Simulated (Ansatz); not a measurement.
System: SrMoO₄ (I4₁/a, No. 88, 12 atoms in the cell; start mp-1179149). Method: PBEsol (Ansatz, a quantum-chemistry and plane-wave program, PAW).

Numerical settings: plane-wave cutoff 500 eV, 8×8×10 k mesh (along the axes of the cell as run), gaussian smearing 0.02 eV, no spin polarisation, scalar-relativistic PAW data made under PBE.

Cell (relaxed at this level):

Space group I4₁/a, origin choice 1 (No. 88); a = b = 5.3826 Å, c = 11.8981 Å, α = β = γ = 90.00°

```csv
atom,site,symmetry,x,y,z
Sr,4b,-4..,0.0000,0.0000,0.5000
Mo,4a,-4..,0.0000,0.0000,0.0000
O,16f,1,0.2371,0.3604,0.1678
```
(The calculation used a cell of 12 atoms; values per cell refer to that cell.)

Question: Predict the band gap.

Answer: 
band gap: 3.72 eV (on the SCF k mesh)

Note: the relaxation could not lower the start's symmetry, so the cell can be a saddle point above a distorted one.

Spin–orbit coupling is not included.

Computed values are for the static lattice.

Computing time: around 10 core-minutes (rough).

A start named mp-… is a Materials Project structure, which need not be a measured phase.
